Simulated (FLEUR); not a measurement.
A self-consistent single point of TcRu (P1, 2 atoms in the cell) with FLEUR.

Level of theory: FLEUR with PBEsol, all-electron FLAPW (FLEUR), scalar-relativistic valence.

The change in words: atoms moved at random. Reference geometry:
```
CELL_PARAMETERS angstrom
      2.77663     0.00000     0.00000
     -1.38832     2.40463     0.00000
      0.00000     0.00000     4.39483
ATOMIC_POSITIONS crystal
  Tc 0.00000 0.00000 0.00000
  Ru 0.33333 0.66667 0.50000
```

Reference input (self-consistent single point, DFT, PBEsol, all-electron FLAPW (FLEUR), scalar-relativistic valence): Kmax = 4.3 1/bohr; GmaxXC = 17.2 1/bohr; xcFunctional = PBEs; jspins = 1; l_soc = F; mode = gauss; fermiSmearingEnergy = 0.00499791 Htr; mesh (inpgen div1-3) = 11 11 6; inpgen gamma flag = true; Gmax = 17.2 1/bohr; numbands = 0; maxIterBroyd = 99. This run's input differs from it in these lines:

```diff
@@ -10,4 +10,4 @@
 2
-43 -0.0000001667 0.0000001667 0.0000000000
-44 0.3333331667 0.6666668333 0.5000000000
+43 0.0133320000 -0.0003880000 -0.0024430000
+44 0.3200010000 0.6670550000 0.5024430000
 
@@ -80,3 +80,3 @@
       <atomGroup species="Technetium (Tc)">
-         <relPos label="                   1">.0000000000 .0000000000 .0000000000</relPos>
+         <relPos label="                   1">.0133320000 -.0003880000 -.0024430000</relPos>
          <force calculate="T" relaxXYZ="TTT"/>
@@ -84,3 +84,3 @@
       <atomGroup species="Ruthenium (Ru)">
-         <relPos label="                   2">1.000/3.000 -1.000/3.000 1.000/2.000</relPos>
+         <relPos label="                   2">8.000/25.000 -.3329450000 -.4975570000</relPos>
          <force calculate="T" relaxXYZ="TTT"/>
```

Output (repeated stretches shortened):

```
 Iteration:     1   Distance:      33.42598876 me/bohr^3
 Iteration:     2   Distance:      17.65564301 me/bohr^3
 Iteration:     3   Distance:      10.31695827 me/bohr^3
 Iteration:     4   Distance:       5.86710800 me/bohr^3
 Iteration:     5   Distance:       3.63077958 me/bohr^3
   [... 9 lines left out ...]
 Iteration:    15   Distance:       0.00030310 me/bohr^3
 Iteration:    16   Distance:       0.00020727 me/bohr^3
 Iteration:    17   Distance:       0.00003420 me/bohr^3
 Iteration:    18   Distance:       0.00000613 me/bohr^3
 Reset of history
 Run finished successfully
 Stop message:
   Structural relaxation: new displacements generated

[file out, last iteration]
             iter=     19
[...]
          total density-effective poten   -1.4396283063E+04
          total charge density-energy d   -2.5804766911E+02
 Updated energy parameters for spin:           1
[...]
 fermi energy and band-weighting factors:

[...]
FERMIE:
          first approx. to ef    (T=0)  :   0.570173 htr   (energy of the highest occ. eigenvalue)
          number of occ. states  (T=0)  :       5279
          first approx. to seigv (T=0)  :  -7.895917 htr
          sum of weights of occ. states :  14.500000
          sum of semicore charge        :   0.000000 e
          fermi energy=   0.57029 har   work function= -15.51839 ev
          number of valence electrons=  29.00000
   [... lines left out ...]
     k-point=  137
     k-point=  138
     k-point=  139
     k-point=  140
     k-point=  141
     k-point=  142
     k-point=  143
     k-point=  144
     k-point=  145
     k-point=  146
     k-point=  147
     k-point=  148
     k-point=  149
     k-point=  150
     k-point=  151
     k-point=  152
     k-point=  153
     k-point=  154
     k-point=  155
     k-point=  156
     k-point=  157
     k-point=  158
     k-point=  159
      0.003 0.00
```

The run converged in 18 iterations. FLEUR gives forces in its relaxation mode, with a further iteration, so its stop message speaks of a relaxation. Against the reference run the total energy goes up by 9.0 meV/atom and the largest force goes from 0.000 to 0.421 eV/Å.

The starting cell comes from a database of computed structures (which also holds hypothetical and non-ambient phases and stackings), without a prior relaxation at this level. Its lattice was rescaled by a random factor within 2.5 % of one. For this run, on top of that: atoms moved at random. Spin polarisation is off. Values depend on the basis (sphere radii, cutoffs, local orbitals), which need not be converged.

Cost on one core of a shared machine: roughly 10 min.
